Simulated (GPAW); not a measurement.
## Worked example: self-consistent single point of Cu (Fm-3m, 1 atom in the cell) in GPAW

Computed with PBE, GPAW PAW datasets PBE (gpaw-data 1.0.1) (plane waves; GPAW).

Input:

```python
from ase import Atoms
from ase.units import GPa
from gpaw import GPAW

atoms = Atoms(['Cu'],
              cell=[[0.000000, 1.776552, 1.776552],
                    [1.776552, 0.000000, 1.776552],
                    [1.776552, 1.776552, 0.000000]],
              positions=[[0.000000, 0.000000, 0.000000]],
              pbc=True)

calc = GPAW(mode={'name': 'pw', 'ecut': 850},
            xc='PBE',
            kpts=(21, 21, 21),
            occupations={'name': 'fermi-dirac', 'width': 0.1},
            nbands=-7,
            convergence={'forces': 0.001},
            symmetry={'symmorphic': False, 'tolerance': 0.0005},
            maxiter=100)

atoms.calc = calc

energy = atoms.get_potential_energy()
print('Energy (eV):', round(energy, 6))
forces = atoms.get_forces()
print('Forces (eV/Ang):')
print(forces.round(5))
stress = atoms.get_stress()
print('Stress (GPa, Voigt):', (stress / GPa).round(4))
```

Output, abridged:

```
Input parameters:
  convergence: {forces: 0.001}
  kpts: [21 21 21]
  maxiter: 100
  mode: {ecut: 850,
         name: pw}
  nbands: -7
  occupations: {name: fermi-dirac,
                width: 0.1}
  symmetry: {symmorphic: False,
             tolerance: 0.0005}
  xc: PBE

species:
  Cu:
    name: Copper
    Z: 29.0
    valence: 11
    core: 18
    charge: 0.0
    file: Cu.PBE.gz

    # Using partial waves for Cu as LCAO basis

Reference energy: -45021.451841  # eV

Spin-paired calculation

Convergence criteria:
 Maximum [total energy] change in last 3 cyles: 0.0005 eV / valence electron
 Maximum integral of absolute [dens]ity change: 0.0001 electrons / valence electron
 Maximum integral of absolute [eigenst]ate change: 4e-08 eV^2 / valence electron
 Maximum change in the atomic [forces] across last 2 cycles: 0.001 eV/Ang OR
Maximum error relative to the maximum force is below inf
 Maximum number of scf [iter]ations: 100

Symmetries present (total): 48
Symmetries with fractional translations: 0
9261 k-points: 21 x 21 x 21 Monkhorst-Pack grid
286 k-points in the irreducible part of the Brillouin zone
       k-points in crystal coordinates                weights
   0:     0.00000000    0.00000000    0.00000000          1/9261
   1:     0.04761905    0.04761905    0.00000000          6/9261
   2:     0.04761905    0.04761905    0.04761905          8/9261
   [... 7 lines left out ...]
          ...
 285:     0.47619048    0.47619048    0.47619048          8/9261

Wave functions: Plane wave expansion
  Cutoff energy: 850.000 eV
  Number of coefficients (min, max): 609, 646
  Pulay-stress correction: 0.000000 eV/Ang^3 (de/decut=0.000000)

Occupation numbers: Fermi-Dirac:
  width: 0.1000  # eV

Eigensolver

Densities:
  Coarse grid: 18*18*18 grid
  Fine grid: 36*36*36 grid
  Total Charge: 0.000000

Density mixing:
  Method: separate
  Backend: pulay
  Linear mixing parameter: 0.05
  old densities: 5
  Damping of long wavelength oscillations: 50

Hamiltonian:
  XC and Coulomb potentials evaluated on a 36*36*36 grid
  External potential:
    NoExternalPotential

XC parameters: PBE with 2 nearest neighbor stencil

Number of atoms: 1
Number of atomic orbitals: 9
Number of bands in calculation: 12
Number of valence electrons: 11
Bands to converge: occupied

Density initialized from atomic densities
  9 bands from LCAO basis set
  3 bands from random numbers

Atomic positions and initial magnetic moments

Positions:
   0 Cu     0.000000    0.000000    0.000000    ( 0.0000,  0.0000,  0.0000)

Unit cell:
           periodic     x           y           z      points  spacing
  1. axis:    yes    0.000000    1.776552    1.776552    18     0.1140
  2. axis:    yes    1.776552    0.000000    1.776552    18     0.1140
  3. axis:    yes    1.776552    1.776552    0.000000    18     0.1140

  Lengths:   2.512424   2.512424   2.512424
  Angles:   60.000000  60.000000  60.000000

Effective grid spacing dv^(1/3) = 0.1244

     iter     time        total  log10-change:
                         energy   eigst   dens  force
iter:   1 --:--:--    -4.653835
iter:   2 --:--:--    -4.291650   -2.23  -1.18
iter:   3 --:--:--    -3.707258   -1.48  -1.27
iter:   4 --:--:--    -3.704496   -3.88  -1.86
iter:   5 --:--:--    -3.678563   -2.98  -1.90
iter:   6 --:--:--    -3.678613   -3.96  -3.05
iter:   7 --:--:--    -3.678920c  -4.27  -3.27
iter:   8 --:--:--    -3.678610c  -5.20  -2.85
iter:   9 --:--:--    -3.678610c  -6.52  -4.20c
iter:  10 --:--:--    -3.678610c  -7.59c -4.32c
iter:  11 --:--:--    -3.678610c  -7.57c -4.37c -23.74c

Converged after 11 iterations.

Dipole moment: (0.000000, -0.000000, -0.000000) |e|*Ang

Energy contributions relative to reference atoms: (reference = -45021.451841)

Kinetic:        -11.059832
Potential:       +8.717945
External:        +0.000000
XC:              -1.425809
Entropy (-ST):   -0.010417
Local:           +0.094294
SIC:             +0.000000
--------------------------
Free energy:     -3.683819
Extrapolated:    -3.678610

Showing only first 2 kpts
 Kpt  Band  Eigenvalues  Occupancy
  0     3      5.54404    2.00000
  0     4      6.43041    2.00000
  0     5      6.43041    2.00000
  0     6     32.19682    0.00000

  1     3      5.57208    2.00000
  1     4      6.39798    2.00000
  1     5      6.44332    2.00000
  1     6     31.76951    0.00000

Fermi level: 8.77281

No gap
No difference between direct/indirect transitions
Energy (eV): -3.67861

Forces in eV/Ang:
  0 Cu    0.00000   -0.00000   -0.00000

Stress tensor:
    -0.074087    -0.000000    -0.000000
    -0.000000    -0.074087    -0.000000
    -0.000000    -0.000000    -0.074087
Stress (GPa, Voigt): [-11.87 -11.87 -11.87  -0.    -0.    -0.  ]
```

The run converged in 11 iterations. GPAW prints stress with tension positive.

The starting cell comes from a database of computed structures (which also holds hypothetical and non-ambient phases and stackings), without a prior relaxation at this level. Its lattice was rescaled by a random factor within 2.5 % of one. Spin polarisation is off. With a pressure of about 12 GPa the cell is away from its equilibrium volume at this level.

Cost on one core of a shared machine: roughly 2 min.
